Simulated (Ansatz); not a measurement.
Consider SiC in the wurtzite structure (space group P6_3mc, No. 186).

```
CELL_PARAMETERS angstrom
      3.07548     0.00000     0.00000
     -1.53774     2.66344     0.00000
      0.00000     0.00000     5.04859
ATOMIC_POSITIONS crystal
  Si 0.66667 0.33333 0.00050
  Si 0.33333 0.66667 0.50050
  C  0.66667 0.33333 0.62470
  C  0.33333 0.66667 0.12470
```

All numbers come from r2SCAN in Ansatz (plane waves to 500 eV, PAW, without spin-orbit coupling), earlier PAW set.

Base values:

```
Quantity                Result
-------------  ---------------
Gap character  indirect, Γ → K
Pressure              0.01 GPa
```

The change: an isotropic linear strain of −0.65 %, atoms relaxed at fixed cell.

Problem. Estimate the effect on the energy relative to the base.

Solution. The energy increases by 2.9 meV/atom.

Problem. How does this affect the gap character?

Solution. The gap character stays indirect, Γ → K.

Problem. What happens to the mean gap deformation potential ΔEg/Δln V?

Solution. The mean gap deformation potential ΔEg/Δln V is +1.5 eV.

Problem. How does this affect the pressure?

Solution. The pressure (mean of the normal stresses, compression positive) rises by 4.636 GPa (0.01 GPa → 4.64 GPa).

Stability against distortions was not tested.

Ansatz is an electronic-structure program.
